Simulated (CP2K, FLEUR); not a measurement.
A CP2K input for a self-consistent single point of Ag2O (Pn-3m, 6 atoms in the cell) (DFT PBE, GPW, DZVP-MOLOPT-PBE-GTH basis, GTH-PBE potentials (POTENTIAL_UZH)):

```
&GLOBAL
  PROJECT scf
  RUN_TYPE ENERGY_FORCE
  PRINT_LEVEL MEDIUM
&END GLOBAL
&FORCE_EVAL
  METHOD Quickstep
  STRESS_TENSOR ANALYTICAL
  &DFT
    BASIS_SET_FILE_NAME BASIS_MOLOPT_UZH
    POTENTIAL_FILE_NAME POTENTIAL_UZH
    &QS
      METHOD GPW
      EPS_DEFAULT 1E-10
    &END QS
    &MGRID
      CUTOFF 500
      REL_CUTOFF 60
      NGRIDS 5
    &END MGRID
    &SCF
      SCF_GUESS ATOMIC
      EPS_SCF 1E-6
      MAX_SCF 100
      ADDED_MOS 10
      &DIAGONALIZATION
        ALGORITHM STANDARD
      &END DIAGONALIZATION
      &MIXING
        METHOD BROYDEN_MIXING
        ALPHA 0.4
        NBUFFER 12
        BETA 1.5
      &END MIXING
      &SMEAR ON
        METHOD FERMI_DIRAC
        ELECTRONIC_TEMPERATURE [K] 580.23
      &END SMEAR
    &END SCF
    &KPOINTS
      SCHEME MONKHORST-PACK 5 5 5
    &END KPOINTS
    &XC
      &XC_FUNCTIONAL PBE
      &END XC_FUNCTIONAL
    &END XC
    &PRINT
      &MO
        EIGENVALUES T
        OCCUPATION_NUMBERS T
        NDIGITS 8
        FILENAME mo
        &EACH
          QS_SCF 0
        &END EACH
        ADD_LAST NUMERIC
      &END MO
      &MULLIKEN ON
      &END MULLIKEN
    &END PRINT
  &END DFT
  &SUBSYS
    &CELL
      A 4.84352000 0.00000000 0.00000000
      B 0.00000000 4.84352000 0.00000000
      C 0.00000000 0.00000000 4.84352000
      PERIODIC XYZ
    &END CELL
    &COORD
      Ag       3.63264000     1.21088000     3.63264000
      Ag       1.21088000     3.63264000     3.63264000
      Ag       3.63264000     3.63264000     1.21088000
      Ag       1.21088000     1.21088000     1.21088000
      O        0.00000000     0.00000000     0.00000000
      O        2.42176000     2.42176000     2.42176000
    &END COORD
    &KIND Ag
      BASIS_SET DZVP-MOLOPT-PBE-GTH-q11
      POTENTIAL GTH-PBE-q11
    &END KIND
    &KIND O
      BASIS_SET DZVP-MOLOPT-PBE-GTH-q6
      POTENTIAL GTH-PBE-q6
    &END KIND
  &END SUBSYS
  &PRINT
    &FORCES ON
    &END FORCES
    &STRESS_TENSOR ON
    &END STRESS_TENSOR
  &END PRINT
&END FORCE_EVAL
```

Problem. Write the same calculation as an input for FLEUR.

Solution. One input that does it (others would too):

Input of the input generator:

```
scf Ag2O
&input film=f /
9.1529262791 0.0000000000 0.0000000000
0.0000000000 9.1529262791 0.0000000000
0.0000000000 0.0000000000 9.1529262791
1.0
1.0 1.0 1.0

6
47 0.7500000000 0.2500000000 0.7500000000
47 0.2500000000 0.7500000000 0.7500000000
47 0.7500000000 0.7500000000 0.2500000000
47 0.2500000000 0.2500000000 0.2500000000
8 0.0000000000 0.0000000000 0.0000000000
8 0.5000000000 0.5000000000 0.5000000000

&comp jspins=1 /
&kpt div1=5 div2=5 div3=5 /
&end /
```

```xml
<?xml version="1.0" encoding="UTF-8" standalone="no"?>
<fleurInput fleurInputVersion="0.39">
   <comment>
      scf Ag2O                                                                                            
   </comment>
   <calculationSetup>
      <cutoffs Kmax="4.5" Gmax="18.0" GmaxXC="18.0" numbands="0"/>
      <scfLoop itmax="80" minDistance="0.00001" maxIterBroyd="15" imix="Anderson" alpha="0.05" precondParam="0.0" spinf="2.0"/>
      <coreElectrons ctail="T" frcor="F" kcrel="0" coretail_lmax="0"/>
      <xcFunctional name="pbe" relativisticCorrections="F"/>
      <magnetism jspins="1"/>
      <soc l_soc="F" theta="0.0" phi="0.0" spav="F"/>
      <expertModes spex="0" secvar="F"/>
      <geometryOptimization l_f="T" forcealpha="1.0" forcemix="BFGS" epsdisp="0.00001" epsforce="0.00001"/>
      <ldaU l_linMix="F" mixParam="0.05" spinf="1.0"/>
   </calculationSetup>
   <cell>
      <bzIntegration valenceElectrons="80.0" mode="hist" fermiSmearingEnergy="0.00183747">
         <kPointListSelection listName="default-1"/>
         <!-- k-points included here -->
         <xi:include xmlns:xi="http://www.w3.org/2001/XInclude" href="kpts.xml"> </xi:include>
      </bzIntegration>
      <!-- symmetry operations included here -->
      <xi:include xmlns:xi="http://www.w3.org/2001/XInclude" href="sym.xml"> </xi:include>
      <bulkLattice scale="1.0">
         <bravaisMatrix>
            <row-1>    9.1529262791000008     0.0000000000000000     0.0000000000000000</row-1>
            <row-2>    0.0000000000000000     9.1529262791000008     0.0000000000000000</row-2>
            <row-3>    0.0000000000000000     0.0000000000000000     9.1529262791000008</row-3>
         </bravaisMatrix>
      </bulkLattice>
   </cell>
   <atomSpecies>
      <species name="Silver (Ag)" element="Ag" atomicNumber="47">
         <mtSphere radius="2.37" gridPoints="817" logIncrement="0.016"/>
         <atomicCutoffs lmax="10" lnonsphr="8"/>
         <electronConfig flipSpins="F">
            <coreConfig>(1s1/2) (2s1/2) (2p1/2) (2p3/2) (3s1/2) (3p1/2) (3p3/2) (4s1/2) (3d3/2) (3d5/2)</coreConfig>
            <valenceConfig>(4p1/2) (4p3/2) (5s1/2) (4d3/2) (4d5/2)</valenceConfig>
            <stateOccupation state="(5s1/2)" spinUp="0.5" spinDown="0.5"/>
         </electronConfig>
         <energyParameters s="5" p="5" d="4" f="4"/>
         <lo type="SCLO" l="1" n="4" eDeriv="0"/>
         <lo type="HELO" l="2" n="5" eDeriv="0"/>
      </species>
      <species name="Oxygen (O)" element="O" atomicNumber="8">
         <mtSphere radius="1.34" gridPoints="463" logIncrement="0.023"/>
         <atomicCutoffs lmax="6" lnonsphr="4"/>
         <electronConfig flipSpins="F">
            <coreConfig>(1s1/2)</coreConfig>
            <valenceConfig>(2s1/2) (2p1/2) (2p3/2)</valenceConfig>
            <stateOccupation state="(2p1/2)" spinUp="0.6666666666667" spinDown="0.6666666666667"/>
            <stateOccupation state="(2p3/2)" spinUp="1.3333333333333" spinDown="1.3333333333333"/>
         </electronConfig>
         <energyParameters s="2" p="2" d="3" f="4"/>
      </species>
   </atomSpecies>
   <atomGroups>
      <atomGroup species="Silver (Ag)">
         <relPos label="                   1">1.000/2.000 .0000000000 1.000/2.000</relPos>
         <relPos label="                   2">.0000000000 1.000/2.000 1.000/2.000</relPos>
         <relPos label="                   3">1.000/2.000 1.000/2.000 .0000000000</relPos>
         <relPos label="                   4">.0000000000 .0000000000 .0000000000</relPos>
         <force calculate="T" relaxXYZ="TTT"/>
      </atomGroup>
      <atomGroup species="Oxygen (O)">
         <relPos label="                   5">-1.000/4.000 -1.000/4.000 -1.000/4.000</relPos>
         <relPos label="                   6">1.000/4.000 1.000/4.000 1.000/4.000</relPos>
         <force calculate="T" relaxXYZ="TTT"/>
      </atomGroup>
   </atomGroups>
   <output dos="F" band="F" slice="F">
      <checks vchk="F" cdinf="F"/>
      <bandDOS minEnergy="-.5*Htr" maxEnergy="0.5*Htr" sigma="0.015" storeEVData="T"/>
      <vacuumDOS vacdos="F" integ="F" star="F" nstars="0" locx1="0.0" locy1="0.0" locx2="0.0" locy2="0.0" nstm="0" tworkf="0.0"/>
      <unfoldingBand unfoldBand="F" supercellX="1" supercellY="1" supercellZ="1"/>
      <plotting iplot="0" polar="F">
         <plot TwoD="T" vec1="  1.0  0.0  0.0" vec2="  0.0  1.0  0.0" vec3="  0.0  0.0  1.0" zero="  0.0  0.0  0.0" file="plot"/>
      </plotting>
      <chargeDensitySlicing numkpt="0" minEigenval="0.0" maxEigenval="0.0" nnne="0" pallst="F"/>
      <specialOutput eonly="F"/>
      <magneticCircularDichroism mcd="F" energyLo="-10.0" energyUp="0.0"/>
   </output>
  <!-- We include the file relax.xml here to enable relaxations (see documentation) -->
  <xi:include xmlns:xi="http://www.w3.org/2001/XInclude" href="relax.xml"> <xi:fallback/> </xi:include>
</fleurInput>
```

Basis settings and potentials, where a program has them, do not carry over. This input uses DFT, PBE, all-electron FLAPW (FLEUR), scalar-relativistic valence.

The starting cell has typed, rounded lattice constants, without a prior relaxation at this level. Its lattice was rescaled by a random factor within 2.5 % of one.
